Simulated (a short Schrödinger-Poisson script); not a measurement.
Stack: MOS inversion layer, SiO2 on p-type Si(110), at 300 K.

From the gate side: 2.9 nm SiO2; 350 nm Si, acceptors 1.5e18 cm⁻³.

The device is made up for the run: typed textbook-type constants, with dimensions and the other settings drawn at random. SiO2: permittivity 3.9, conduction-band edge (eV) 3.15, gap (eV) 9, electron mass (mₑ) 0.5. Si: permittivity 11.7, conduction-band edge (eV) 0, gap (eV) 1.124, Nv at 300 K (cm⁻³) 3.1e19.

Channel valleys (confinement mass, in-plane density-of-states mass, number): Δ4 0.315, 0.324, 4; Δ2 0.19, 0.417, 2. At the gate the conduction-band edge of layer 1 lies 3.65 eV − eVg above the Fermi level of the channel; the field vanishes at the back. Gaps are held at their typed values at every temperature. Mesh 0.03 nm at interfaces.

Solved with a short Schrödinger-Poisson script written for these runs: 1D Poisson equation in equilibrium, electrons quantum, Hartree (BenDaniel-Duke, 12 states a valley, the channel's in-plane mass for all, wave functions ending at the dielectric), parabolic valleys, classical holes, full ionisation, no traps, pinning or gate leakage.

```
Vg (V)  electrons (cm⁻²)  C (μF/cm²)  Δ4 E0 (meV from the Fermi level)  Δ2 E0 (meV from the Fermi level)
------  ----------------  ----------  --------------------------------  --------------------------------
1.1              1.10e10       0.304                             189.2                             222.8
1.2              1.15e11       0.517                             128.2                             162.8
1.3              4.49e11       0.765                              92.6                             128.2
1.4              9.30e11       0.873                              73.3                             109.9
1.5              1.47e12       0.923                              60.8                              98.5
1.6              2.05e12       0.952                              51.7                              90.5
1.7              2.64e12       0.970                              44.6                              84.4
1.8              3.25e12       0.984                              38.7                              79.5
1.9              3.86e12       0.994                              33.6                              75.5
2                4.48e12        1.00                              29.1                              72.0
2.1              5.11e12        1.01                              25.1                              69.0
2.2              5.74e12        1.01                              21.5                              66.3
2.3              6.37e12        1.02                              18.2                              64.0
2.4              7.01e12        1.02                              15.1                              61.8
2.5              7.65e12        1.03                              12.2                              59.9
```

Gate voltages with under 1e9 electrons/cm² are left out.

**Question.** At Vg = 2.5 V the lowest Δ4 subband lies at 12.2 meV from the Fermi level. How many electrons does it hold, and what share of all?

**Answer.** The two-dimensional density of states is g m/(πħ²) = 5.41e11 cm⁻² meV⁻¹ (both spins), kT = 25.9 meV, so n = D kT ln(1 + exp(−E/kT)) = 6.79e12 cm⁻², 0.89 of the 7.65e12 cm⁻² in all.

**Question.** Compare the slope of the sheet density between 2.3 and 2.5 V with the geometric capacitance of the layers between gate and channel.

**Answer.** q Δn/ΔV = 1.03 μF/cm²; ε0/Σ(t/ε) = 1.19 μF/cm². The ratio is 0.86: the channel acts as a further capacitance in series.
